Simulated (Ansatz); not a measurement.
## 3 layers of MoSi2N4, started at parallel, no shift (facing N atop N, which symmetry holds and which is mostly a maximum against sliding)

The numbers are results of PBE+D3(BJ) (plane waves to 420 eV, PAW; Ansatz, a program for electronic structure), not measurements. No spin–orbit coupling; the runs are not spin-polarised; PBE gaps are too small against experiment. Its k-point mesh 12×12×1, Fermi–Dirac width 0.01 eV. A dipole correction is on.

* **gap between facing atomic planes**: 3.37, 3.37 Å
* **step of the vacuum level across the stack (top less bottom)**: 0.00 eV
* **PBE gap over the mesh and listed points off it**: 1.73 eV, indirect (lowest direct gap 2.08 eV)
* **valence and conduction edges under the vacuum level of the lower face**: 5.33 and 3.60 eV

```
CELL_PARAMETERS angstrom
      2.89406     0.00000     0.00000
     -1.44703     2.50633     0.00000
      0.00000     0.00000    45.20000
ATOMIC_POSITIONS crystal
  N  0.66667 0.33333 0.19367
  Si 0.00000 0.00000 0.20497
  N  0.00000 0.00000 0.24347
  Mo 0.33333 0.66667 0.27097
  N  0.00000 0.00000 0.29847
  Si 0.00000 0.00000 0.33695
  N  0.66667 0.33333 0.34820
  N  0.66667 0.33333 0.42277
  Si 0.00000 0.00000 0.43403
  N  0.00000 0.00000 0.47251
  Mo 0.33333 0.66667 0.50000
  N  0.00000 0.00000 0.52749
  Si 0.00000 0.00000 0.56597
  N  0.66667 0.33333 0.57723
  N  0.66667 0.33333 0.65180
  Si 0.00000 0.00000 0.66305
  N  0.00000 0.00000 0.70153
  Mo 0.33333 0.66667 0.72903
  N  0.00000 0.00000 0.75653
  Si 0.00000 0.00000 0.79503
  N  0.66667 0.33333 0.80633
```
